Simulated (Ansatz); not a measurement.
An armchair MoS2 nanoribbon, N = 15, bare edges, stretched and compressed along its axis from its relaxed period of 5.496 Å, atoms relaxed at each length.

The numbers are results of PBE (plane waves to 420 eV, PAW; Ansatz, a program for electronic structure), not measurements. Mesh 1×1×6. No spin polarisation, so a magnetic state wasn't tested. Isolated but for its images some 11 Å away. An idealised model, cut from the flat sheet. It keeps the symmetry and period of its start, so it need not be a minimum against all distortions. Values not marked SOC lack spin–orbit coupling. Buckling under compression is shut out by symmetry and the short period. Energies are free energies at a Fermi–Dirac width of 0.02 eV, from the unstrained cell.

| strain (%) | energy (meV a period) | axial force (nN) | PBE gap (eV) |
|---|---|---|---|
| -3.0 | +420 | -8.36 | 0.51 |
| -1.5 | +102 | -4.03 | 0.54 |
| 0.0 | 0 | -0.01 | 0.56 |
| +1.5 | +97 | +3.73 | 0.58 |
| +3.0 | +378 | +7.14 | 0.57 |
| +6.0 | +1427 | +13.02 | 0.48 |

The slope of the force at zero strain is 260 nN.
